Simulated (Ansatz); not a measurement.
Candidates (primitive cells; geometry: cell and atoms relaxed with PBEsol):
A. BP (F-43m), a = b = c = 3.196 Å, α = β = γ = 60.00°
B. ZnS (F-43m), a = b = c = 3.788 Å, α = β = γ = 60.00°
C. GaAs (F-43m), a = b = c = 4.001 Å, α = β = γ = 60.00°
D. InP (F-43m), a = b = c = 4.156 Å, α = β = γ = 60.00°

Task: Put the candidates in order of electron conductivity mass, lowest first, for PBE with spin-orbit coupling, rigid bands run with Ansatz (a first-principles code).

Result: C (0.035 mₑ), D (0.064 mₑ), B (0.189 mₑ), A (0.33 mₑ)

Masses are for dilute carriers at 300 K, harmonic means over directions unless an axis is named.
